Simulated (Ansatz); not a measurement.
Take Rh in the fcc (Cu type) structure (space group Fm-3m, No. 225; a = 3.7816 Å; relaxed with 0.1 eV smearing) as the base.

Calculations: PBEsol (Ansatz, a first-principles code, PAW, no spin-orbit coupling).

Base values:

The pressure is 0.0 GPa.

The change: an isotropic linear strain of +2.50 %; the atoms relax in the strained cell.

Problem. What does the calculation give for the pressure after the change?

Solution. The pressure goes from zero to -17.9 GPa.

Problem. What happens to the energy relative to the base?

Solution. The energy increases by 63 meV/atom.

No phonon test of stability was made. All final runs are without spin polarisation. Rh lies near a magnetic instability that expansion can trigger; it was not tested.
